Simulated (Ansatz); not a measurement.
Input and output of a relaxation of cell and atoms for AlAu (Pm-3m, 2 atoms in the cell) (Ansatz, a quantum-chemistry and plane-wave program).

Level of theory: LDA (PW92), default PAW files made with PBE (plane waves; Ansatz).

The change in words: atoms on their sites; basis.ecutwfc: 30.9 Ry → 21.7 Ry; relax: default → cell and atoms. Reference geometry:
```xyz
2
Lattice="3.2143 0.0000 0.0000 0.0000 3.2143 0.0000 0.0000 0.0000 3.2143" Properties=species:S:1:pos:R:3 pbc="T T T"
Al     0.0000     0.0000     0.0500
Au     1.6071     1.6071     1.6071
```

Reference input (self-consistent single point, DFT, LDA (PW92), plane waves, default PAW files made with PBE): basis.ecutwfc = 30.9 Ry; kpoints.mp_grid.grid = 10 10 10; hamiltonian.xc = lda; hamiltonian.pseudopotentials = {kind: paw} (the program's default PAW files); scf.occupations.method = gaussian; scf.occupations.width = 0.0073 Ry. This run's input differs from it in these lines:

Ansatz 0.2 input:
```diff
@@ -7,6 +7,6 @@
   atoms:
-    - { symbol: Al, position: [0.000000, 0.000000, 0.015556] }
+    - { symbol: Al, position: [0.000000, 0.000000, 0.000000] }
     - { symbol: Au, position: [0.500000, 0.500000, 0.500000] }
 basis:
-  ecutwfc: 30.9 Ry
+  ecutwfc: 21.7 Ry
 kpoints:
@@ -22,2 +22,4 @@
     width: 0.0073 Ry
+relax:
+  cell: {}
 output:
```

The program printed (abridged):

```
   [... SCF lines of the steps left out ...]
relax step   1: F+E_penalty+E_count = -13378.19701572 eV  Δ(F+E_penalty+E_count) = +0.000e0 eV  max|allowed force component| = 3.379e-29 eV/Å  Δτ_max = 0.0000 Å  P = -6.953 GPa  Ω = 33.208 Å³  (6 SCF iters, dr2 threshold 1.00e-7 eV, accepted)
relax step   2: F+E_penalty+E_count = -13378.33183138 eV  Δ(F+E_penalty+E_count) = -1.348e-1 eV  max|allowed force component| = 4.248e-30 eV/Å  Δτ_max = 0.0000 Å  P = +13.091 GPa  Ω = 29.808 Å³  energy of the carried Pulay correction = +1.871e-1 eV  [...]
   [... lines left out ...]
relax step  11: F+E_penalty+E_count = -13378.23978232 eV  Δ(F+E_penalty+E_count) = -6.418e-4 eV  max|allowed force component| = 1.048e-29 eV/Å  Δτ_max = 0.0000 Å  P = -0.003 GPa  Ω = 31.436 Å³  energy of the carried Pulay correction = +6.398e-4 eV  [...]
relax step  12: F+E_penalty+E_count = -13378.23978232 eV  Δ(F+E_penalty+E_count) = -3.274e-11 eV  max|allowed force component| = 2.126e-30 eV/Å  Δτ_max = 0.0000 Å  P = -0.007 GPa  Ω = 31.436 Å³  stress off target by 6.73e-3 GPa  SCF on the basis [...]
basis re-selected at this cell: Δ(F+E_penalty+E_count) = -3.274e-11 eV, ΔP = -0.004 GPa vs the last step
the relaxation is at rest under the 48 symmetry operations that the run kept from its start: a minimum is not shown …
Stability not checked: this state was not tested for a lower state beside it, because too few of the mixer's solves of this state at the end of the SCF gave a …
Free energy (F): -13378.239782 eV
Internal energy: -13378.235890 eV  (E = F + TS)
   [... lines left out ...]
Fermi energy:    16.260851 eV
   [... lines left out ...]
  cell:  # Å, volume = 31.4357 Å³
    - [3.1560279588184876, -6.620384183831118e-35, -5.787820718288725e-34]
    - [-1.3501571380964684e-33, 3.1560279588184876, -1.2839532962581572e-34]
    - [-8.355727310805038e-34, -1.2839532962581572e-34, 3.1560279588184876]
  atoms:
    - { symbol: Al, position: [-1.2942619644548309e-46, 4.967014117973583e-48, 6.528075697908139e-48] }
    - { symbol: Au, position: [0.5, 0.5, 0.5] }
```

The run converged. 

Summary of the result:
| Property | Value |
|---|---|
| Free energy E − TS (on the zero of these files) | -13378.2398 eV |
| Fermi level (on the code's own zero) | 16.26 eV |
| Pressure | -0.01 GPa |
| Final cell | a = 3.1560 Å, b = 3.1560 Å, c = 3.1560 Å, α = 90.00°, β = 90.00°, γ = 90.00° |
| Final volume per atom | 15.72 Å³ |
| Relaxation steps | 12 |

The starting cell comes from a database of computed structures (which also holds hypothetical and non-ambient phases and stackings), without a prior relaxation at this level. Its lattice was rescaled by up to half a per cent. The relaxation keeps the symmetry of its start, so its end need not be a minimum. Ansatz's pressure includes its estimate of the finite-basis (Pulay) stress. Without the estimate this run gives -9.37 GPa. The cutoff lies below the one recommended for these files.
